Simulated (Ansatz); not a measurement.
```xyz
8
Lattice="2.8599 0.0000 0.0000 -1.4300 2.4768 0.0000 0.0000 0.0000 9.3947" Properties=species:S:1:pos:R:3 pbc="T T T"
B      1.4300     0.8256     0.0596
B      0.0000     1.6512     2.1523
N      1.4300     0.8256     2.6804
N      0.0000     1.6512     0.5992
Al     1.4300     0.8256     4.5831
Al     0.0000     1.6512     7.1983
N      1.4300     0.8256     7.9315
N      0.0000     1.6512     5.3323
```

Relaxed-ion tensors in this frame from PBE in Ansatz (a program for electronic structure). Proper piezoelectric stress tensor e (C/m²):

```
 0.00   0.00   0.00   0.00   0.32   0.07
 0.07  -0.07   0.00   0.32   0.00   0.00
 0.12   0.12  -0.32   0.00   0.00   0.00
```

Stiffness C (GPa):

```
 426   168  92.0  -3.1   0.0   0.0
 168   426  92.0   3.1   0.0   0.0
92.0  92.0   656   0.0   0.0   0.0
-3.1   3.1   0.0   116   0.0   0.0
 0.0   0.0   0.0   0.0   116  -3.1
 0.0   0.0   0.0   0.0  -3.1   129
```

The ordered cell is a computed model, not a synthesised structure.

### Question
Obtain the piezoelectric strain tensor d.

### Answer
d = e S with S = C⁻¹, in pC/N:

```
 0.0   0.0   0.0   0.0   2.8   0.6
 0.3  -0.3   0.0   2.8   0.0   0.0
 0.3   0.3  -0.6   0.0   0.0   0.0
```
Away from Γ the polar cell without biaxial strain shows no imaginary mode on a 2×2×2 mesh.
